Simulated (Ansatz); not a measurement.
W₃Mo (model structure, started from the D019 type, P6₃/mmc, No. 194, 8 atoms in the cell): c axis length by level of theory

No measured value is used here.

| level (code) | value (Å) |
|---|---|
| LDA (Ansatz) | 4.844 |
| PBE (Ansatz) | 4.936 |
| PBEsol (Ansatz) | 4.879 |
| r²SCAN (Ansatz) | 4.949 |

Density-functional levels without +SOC have no spin–orbit coupling. LDA, PBE, PBEsol, r²SCAN: the run has no spin polarisation, so it can have missed a magnetic state. Cutoffs differ between the levels. Ansatz's density-functional and Hartree–Fock values are scalar-relativistic unless marked +SOC, with PAW data made under PBE.

A model structure was made by putting elements into a prototype or built by hand; it is no filed structure, need not be a known phase, and can be a saddle point held by its symmetry.

Ansatz is a program for electronic structure.
